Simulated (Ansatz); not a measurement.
# Evanescent states of CdTe (F-43m, zinc blende, 2 atoms a cell, 35.4 Å³ an atom) along the normal of (110)

Calculation: r2SCAN (plane waves, PAW; Ansatz, an electronic-structure program).

The gap is the functional's own, uncorrected, and κ follows it; spin-orbit coupling is left out. Mid-gap means the computed energy nearest the middle.

Energies count from the valence-band top; κ is the least over a 8×6 mesh across the current.

| E (eV) | κ (1/Å) | where |
|---|---|---|
| 0.04 | 0.027 | Γ |
| 0.10 | 0.045 | Γ |
| 0.17 | 0.056 | Γ |
| 0.24 | 0.064 | Γ |
| 0.32 | 0.070 | Γ |
| 0.39 | 0.074 | Γ |
| 0.46 | 0.077 | Γ |
| 0.53 | 0.079 | Γ |
| 0.59 | 0.080 | Γ |
| 0.67 | 0.079 | Γ |
| 0.73 | 0.077 | Γ |
| 0.81 | 0.074 | Γ |
| 0.88 | 0.069 | Γ |
| 0.94 | 0.063 | Γ |
| 1.01 | 0.053 | Γ |
| 1.08 | 0.039 | Γ |
| 1.16 | 0.005 | Γ |

**Question.** How thick must the barrier be to attenuate the transmission by 10^6 when the electrodes' Fermi level lies at 1.08 eV, and what attenuation does that film give at 1.01 eV?

**Answer.** d = 6 ln 10 / (2 × 0.039) = 177.1 Å. At 1.01 eV it gives 6 × 0.053/0.039 = 8.2 decades.
